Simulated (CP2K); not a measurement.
A self-consistent single point of MgSc (P1, 2 atoms in the cell) with CP2K.

Computed with LDA (Pade form), GPW, TZVP-MOLOPT-SR-GTH basis, GTH-PADE potentials (GTH_POTENTIALS) (CP2K).

The change in words: atoms moved at random. Reference geometry:
```yaml
crystal:
  lattice:
    - [3.66694, 0.00000, 0.00000]
    - [0.00000, 3.66694, 0.00000]
    - [0.00000, 0.00000, 3.66694]
  atoms:
    - { symbol: Mg, position: [0.00000, 0.00000, 0.00000] }
    - { symbol: Sc, position: [0.50000, 0.50000, 0.50000] }
```

Reference input (self-consistent single point, DFT LDA (Pade form), GPW, TZVP-MOLOPT-SR-GTH basis, GTH-PADE potentials (GTH_POTENTIALS)): CUTOFF = 600 Ry; REL_CUTOFF = 40 Ry; SMEAR/METHOD = FERMI_DIRAC; ELECTRONIC_TEMPERATURE = 1160.45 K; KPOINTS/SCHEME = MONKHORST-PACK 12 12 12; GAMMA_CENTERED = T; XC_FUNCTIONAL = PADE; Mg/BASIS_SET = TZVP-MOLOPT-SR-GTH-q2; Mg/POTENTIAL = GTH-PADE-q2; Sc/BASIS_SET = TZVP-MOLOPT-SR-GTH-q11; Sc/POTENTIAL = GTH-PADE-q11; METHOD = GPW. This run's input differs from it in these lines:

```diff
@@ -70,4 +70,4 @@
     &COORD
-      Mg       0.00000000     0.00000000     0.00000000
-      Sc       1.83347000     1.83347000     1.83347000
+      Mg       0.03187304     0.03852487     0.04190579
+      Sc       1.80159696     1.79494513     1.79156421
     &END COORD
```

Log, with long lists cut:

```
 SCF WAVEFUNCTION OPTIMIZATION

  Step     Update method      Time    Convergence         Total energy    Change
     1 NoMix/Diag. 0.30E+00      -     1.34342735       -47.7207064222 -4.77E+01
     2 Broy./Diag. 0.30E+00      -     0.02236339       -47.9132226161 -1.93E-01
     3 Broy./Diag. 0.30E+00      -     0.02788951       -47.6606415730  2.53E-01
     4 Broy./Diag. 0.30E+00      -     0.01256215       -47.4986523013  1.62E-01
     5 Broy./Diag. 0.30E+00      -     0.00328623       -47.5444237907 -4.58E-02
     6 Broy./Diag. 0.30E+00      -     0.00217940       -47.5242267442  2.02E-02
   [... 3 lines left out ...]
    10 Broy./Diag. 0.30E+00      -     0.00001149       -47.5257701436  9.45E-05
    11 Broy./Diag. 0.30E+00      -     0.00000284       -47.5257901472 -2.00E-05
    12 Broy./Diag. 0.30E+00      -     0.00000100       -47.5257836482  6.50E-06
    13 Broy./Diag. 0.30E+00      -     0.00000012       -47.5257846188 -9.71E-07
  *** SCF run converged in    13 steps ***

  Overlap energy of the core charge distribution:               0.00000000000027
  Self energy of the core charge distribution:                -90.38950601023910
  Core Hamiltonian energy:                                     22.02354508929869
  Hartree energy:                                              27.26076033944516
  Exchange-correlation energy:                                 -6.41764484077037
  Electronic entropic energy:                                  -0.00293919700764
  Fermi energy:                                                 0.17171110121440

  Total energy:                                               -47.52578461877760
  Total energy (extrapolated to T->0):                        -47.52431502027378

                     Mulliken Population Analysis

   [... lines left out ...]

 STRESS| Analytical stress tensor [bar]
 STRESS|                        x                   y                   z
 STRESS|      x       -5.05805598823E+04   1.17144154319E+03   1.27160547089E+03
 STRESS|      y        1.17144154319E+03  -5.07855954811E+04   1.53111908514E+03
 STRESS|      z        1.27160547089E+03   1.53111908514E+03  -5.09018975633E+04
 STRESS| 1/3 Trace                                            -5.07560176422E+04
```

The run converged in 13 iterations. Against the reference run the free energy goes up by 12.3 meV/atom, the pressure goes from -5.27 to -5.08 GPa and the largest force goes from 0.000 to 0.381 eV/Å.

The starting cell comes from a database of computed structures (which also holds hypothetical and non-ambient phases and stackings), without a prior relaxation at this level. Its lattice was rescaled by a random factor within 2.5 % of one. For this run, on top of that: atoms moved at random. Values carry the incompleteness of an atom-centred basis. With a pressure of about -5 GPa the cell is away from its equilibrium volume at this level.

Cost on one core of a shared machine: roughly 70 s.
